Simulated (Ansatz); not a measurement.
The (31-40) face of hcp Lu can be cut between different planes. Symmetric, stoichiometric slabs relaxed in the 1x1 cell (69.1 Å²): top plane Lu, 0.56 Å over the next in the ideal cut; top plane Lu, 0.28 Å over the next in the ideal cut.

These are PBE (plane waves to 420 eV, PAW; Ansatz, a first-principles code) values and carry that method's errors.

Order them by surface energy (lowest first) at the level PBE.

the cut with an outer spacing of 0.56 Å (1.13 J/m²), the cut with an outer spacing of 0.28 Å (1.20 J/m²)
